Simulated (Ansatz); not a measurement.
The cell is built on a prototype and need not be the phase stable at ambient conditions.

Data:

```
CELL_PARAMETERS angstrom
      4.72213     0.00000     0.00000
      0.00000     4.72213     0.00000
      2.36107    -2.36107     5.04101
ATOMIC_POSITIONS crystal
  In 0.50000 0.50000 0.00000
  In 0.75000 0.75000 0.50000
  Zn 0.00000 0.00000 0.00000
  O  0.66142 0.85592 0.22814
  O  0.11044 0.37222 0.22814
  O  0.85592 0.11044 0.77186
  O  0.37222 0.66142 0.77186
```

Space group of this cell: I-4. The cell was relaxed by PBE-D3(BJ); by r2SCAN its mean pressure is -2.6 GPa.

Transport runs along the normal of the first two printed cell vectors.

The gap is the functional's own. No spin-orbit coupling. Mid-gap values are interpolated on the energy grid.

### Question
Estimate the band gap and the smallest decay constant κ at mid-gap that r2SCAN run with Ansatz (an electronic-structure program) returns for this system.

### Answer
Gap 1.25 eV on a 8×8×8 mesh; κ = 0.157 1/Å, at the zone centre.
